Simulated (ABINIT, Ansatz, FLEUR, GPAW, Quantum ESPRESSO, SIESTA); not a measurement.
RbMg₆Cu (Amm2, 8 atoms in the cell) computed with different codes at matched settings

Self-consistent single point, at a second geometry (lattice scaled by 0.98). First geometry:

```xyz
8
Lattice="5.2630 0.0000 0.0000 0.0000 3.2629 5.8703 0.0000 -3.2629 5.8703" Properties=species:S:1:pos:R:3 pbc="T T T"
Rb     2.6315     0.0000     7.8357
Mg     2.6315     1.6615     4.9057
Mg     2.6315    -1.6615     4.9057
Mg     0.0000     1.7915     6.8291
Mg     0.0000    -1.7915     6.8291
Mg     0.0000     0.0000     3.8328
Mg     0.0000     0.0000     9.9344
Cu     2.6315     0.0000     1.8895
```

Shared settings, as Ansatz (a program for electronic structure) writes them: kpoints.mp_grid.grid = 4 3 3; scf.occupations.method = fermi_dirac; scf.occupations.width = 0.1 eV. Potentials and cutoffs stand in the table.

```csv
code,model,ΔF from the first geometry (meV/atom),pressure (GPa),largest force (eV/Å),cutoff
Quantum ESPRESSO,"PBEsol, PseudoDojo standard norm-conserving (PBESOL) pseudopotentials",-1.0,0.77,0.145,95 Ry
ABINIT,"PBEsol, PAW (JTH v2.0 PBE PAW, files made for PBE)",0.2,0.83,0.130,60 Ry
SIESTA,"GGA PBEsol, numerical atomic orbitals DZP, PseudoDojo PBEsol standard norm-conserving potentials (rewritten from UPF to PSML)",6.5,1.97,0.201,grid 350 Ry
FLEUR,"PBEsol, all-electron FLAPW (FLEUR), scalar-relativistic valence",-1.0,–,0.144,Kmax 3.9 1/bohr
GPAW,"PBEsol, GPAW PAW datasets PBEsol (made by gpaw-setup)",-0.6,0.79,0.142,850 eV
Ansatz,"PBEsol, PAW files made with PBE",-1.1,0.76,0.143,default
```

Size of the force on each atom (eV/Å): Sizes of forces hide their directions.

```csv
code,Rb1,Mg2,Mg3,Mg4,Mg5,Mg6,Mg7,Cu8
Quantum ESPRESSO,0.007,0.052,0.052,0.145,0.145,0.057,0.120,0.096
ABINIT,0.008,0.044,0.044,0.130,0.130,0.044,0.108,0.094
SIESTA,0.040,0.114,0.114,0.201,0.201,0.015,0.189,0.068
FLEUR,0.006,0.050,0.050,0.144,0.144,0.050,0.118,0.093
GPAW,0.007,0.049,0.049,0.142,0.142,0.047,0.115,0.092
Ansatz,0.006,0.050,0.050,0.143,0.143,0.051,0.118,0.094
```

A dash marks a value that a program does not give, or that is left out as unsure.

On Ansatz's run: spin polarisation is off.

The spread over the programs that give each value: ΔF from the first geometry within 7.6 meV/atom; pressure within 1.21 GPa; largest force within 0.071 eV/Å.

SIESTA uses small atom-centred bases, whose incompleteness enters pressures, forces and empty levels differently from a plane-wave cutoff. FLEUR treats all electrons, but the usual bases taken here (sphere radii, linearisation, local orbitals, empty states) were not tested for convergence, so the values are no reference for the others. Ansatz's pressure is given at a fixed set of plane waves, as the other plane-wave codes print theirs. In the pressure, SIESTA (by 1.19) lies more than 1 GPa from the median of the plane-wave programs.

The starting cell comes from a database of computed structures (which also holds hypothetical and non-ambient phases and stackings), without a prior relaxation at this level. For this run, on top of that: lattice scaled by 0.98.

Left out of this page: CP2K (unsound by tests on forces, stress, charge or solver warnings).

Keys are those of Ansatz 0.2.
